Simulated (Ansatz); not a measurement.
Se on the Si site (Se_Si) in silicon: one set of geometries, relaxed with PBE, evaluated in Ansatz (PAW, plane waves to 420 eV, 500 eV under r2SCAN) with PBE, r2SCAN.

Set-up: 216-site cell; 2×2×2 shifted k-points; start: the Si site; charged states image-corrected; finite-size errors of tenths of an eV.

```json
[
 {"quantity": "host gap (eV)", "PBE": "0.61", "r2SCAN": "…"},
 {"quantity": "ε(+2/+1) above the VBM (eV)", "PBE": "0.11", "r2SCAN": "…"},
 {"quantity": "ε(+1/0) above the VBM (eV)", "PBE": "0.41", "r2SCAN": "…"},
 {"quantity": "largest moment on one atom at charge +1 (μB)", "PBE": "0.04", "r2SCAN": "…"}
]
```

Q: Given the lower rungs, what does r2SCAN give?

A: 
- host gap (eV), r2SCAN: 0.80
- ε(+2/+1) above the VBM (eV), r2SCAN: 0.24
- ε(+1/0) above the VBM (eV), r2SCAN: 0.59
- largest moment on one atom at charge +1 (μB), r2SCAN: 0.05

Ansatz is a program for electronic structure.
